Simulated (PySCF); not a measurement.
PySCF 2.14.0, CCSD(T) (frozen core)/cc-pvdz: Mg(OH)(SH)(OH2)2 ([OH][Mg](<-[OH2])(<-[OH2])[SH]), 11 atoms. The geometry is a generated start, not checked to be a minimum at this level.

```json
{
 "task": "ccsd(t)",
 "method": "hf",
 "basis": "cc-pvdz",
 "two_electron_scheme": "exact four-centre integrals",
 "frozen_core": "true",
 "mol.max_memory": "32000 MB",
 "mf.init_guess": "minao (default)",
 "mf.DIIS": "CDIIS (default)",
 "mf.diis_space": "8 (default)",
 "mf.conv_tol": "1e-09 (default)",
 "basis_functions": "108"
}
```

Machine: one whole node, Arm Neoverse V2, 96 cores on 1 socket, no SMT, 1 L3 cache group.

Times are wall-clock medians of two to five runs, from launch to exit, with nothing else on the machine. Unless noted, each process is bound to its own block of adjacent cores. Build: PyPI wheel: OpenMP (GNU), a bundled serial OpenBLAS 0.3.3 under its C layer, NumPy's threaded OpenBLAS held to generic ARMv8 kernels, libcint, Libxc. Other compilers and libraries give other times. Scratch files lie in a memory file system.

Started as
```bash
OMP_NUM_THREADS=32 OPENBLAS_NUM_THREADS=1 python -u run.py
```
(32 threads, 1 BLAS thread, task = ccsd(t), fno = not set) it takes 12 s and 12 Fock builds (products with the orbital Hessian counted alike).

Task: How long does it take after this change: task = fno-ccsd(t), fno = 0.001?

Result: About 3.1 s (3 runs within 8 %): 4.0× as fast. The largest move is in (T): 8.0 s to 1.2 s. CCSD iterations go from 11 to 10. The change alters what is computed, so the results aren't set side by side.
